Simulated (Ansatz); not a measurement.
**MoS2, response to strain**

Start from MoS2 (space group P6_3/mmc, No. 194; a = 3.109 Å, c = 11.709 Å; layered, stacked along the Cartesian z axis).

Strains are applied to the cell and any free atomic positions relax.

Computed with DFT with PBEsol-D3(BJ), PAW potentials and a 420 eV plane-wave cutoff in Ansatz (a program for electronic structure), spin-orbit coupling left out.

Notes on the quantities. pressure: mean of the normal stresses, compression positive.

```csv
isotropic strain (%),pressure (GPa)
0,0.0
0.6,?
1.2,-2.9
1.8,-4.2
2.4,-5.3
```

Problem. Fit P = P₀ − Bδ + Cδ² with δ = (1 + ε)³ − 1 to the rows shown and predict the withheld row.

Solution. Least squares on the printed values gives P₀ = 0.0 GPa, B = 88.0 GPa (at held cell shape), C = 217 GPa (largest residual 0.0 GPa); this predicts -1.5 GPa, and the run gives -1.5 GPa, in agreement.

Whether these cells are dynamically stable was not tested.
